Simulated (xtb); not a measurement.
xtb 6.7.1, GFN1-xTB: Si(F)2(Me)(OAc) (CC(=O)O[Si](C)(F)F), 14 atoms. The geometry is a generated start, not checked to be a minimum at this level.

- method: GFN1-xTB
- --acc: 1 (default)
- --etemp (K): 300 (default)
- detailed input (--input): none: ANC optimiser, Lindh (1995) Hessian, microcycle=20, maxdispl=1.0, hlow=0.01 (default)
- basis functions: 50
- valence electrons: 48

```xyz
14

C     -2.5878     0.4348     0.3271
C     -1.1158     0.2895     0.5590
O     -0.5836     0.1340     1.6199
O     -0.4223     0.3398    -0.5905
Si     1.1951     0.2817    -0.8202
C      2.1891    -0.9781     0.1474
F      1.2281     0.0533    -2.3986
F      1.7399     1.7753    -0.6685
H     -3.1128     0.4408     1.2771
H     -2.9341    -0.3958    -0.2853
H     -2.7789     1.3548    -0.2199
H      3.2395    -0.9457    -0.1261
H      2.1142    -0.7968     1.2164
H      1.8294    -1.9876    -0.0380
```

The structure is relaxed from this start with --opt LEVEL for the levels crude, sloppy, loose, lax, normal, tight, vtight, extreme, once each. Up to the end of the extreme run atoms move by at most 0.90 Å along an axis.

Choose the cheapest level whose final energy lies within 1 meV of that of extreme.

normal: 44 cycles against 122, ending 0.60 meV above.

```json
[
 {"level": "crude", "cycles": "12", "energy above the extreme run (meV)": "16", "gradient norm (eV/Å)": "0.30"},
 {"level": "sloppy", "cycles": "13", "energy above the extreme run (meV)": "14", "gradient norm (eV/Å)": "0.19"},
 {"level": "loose", "cycles": "15", "energy above the extreme run (meV)": "9.5", "gradient norm (eV/Å)": "0.18"},
 {"level": "lax", "cycles": "22", "energy above the extreme run (meV)": "5.2", "gradient norm (eV/Å)": "0.12"},
 {"level": "normal", "cycles": "44", "energy above the extreme run (meV)": "0.60", "gradient norm (eV/Å)": "0.010"},
 {"level": "tight", "cycles": "46", "energy above the extreme run (meV)": "0.54", "gradient norm (eV/Å)": "0.020"},
 {"level": "vtight", "cycles": "105", "energy above the extreme run (meV)": "0.041", "gradient norm (eV/Å)": "0.0015"},
 {"level": "extreme", "cycles": "122", "energy above the extreme run (meV)": "—", "gradient norm (eV/Å)": "0.0012"}
]
```
